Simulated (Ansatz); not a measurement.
AlNi in the CsCl type structure; conventional cell a = b = c = 2.7401 Å, α = β = γ = 90.00°.

The pressure is 30 GPa. The structure is held there; whether it is the stable one at that pressure was not tested.

### Question
By how much do the lattice constants and the volume change from 300 K to 925 K (the quasi-harmonic free energy, DFT at the PBEsol level (Ansatz, a quantum-chemistry and plane-wave program)), and how far does the bulk modulus soften?

### Answer
a by 0.47 %, the volume by 1.43 %; B_T goes from 285 to 270 GPa. No phase change or melting is allowed for: the numbers belong to this structure as given.

The PAW data sets were generated under PBE and serve the other functionals too.
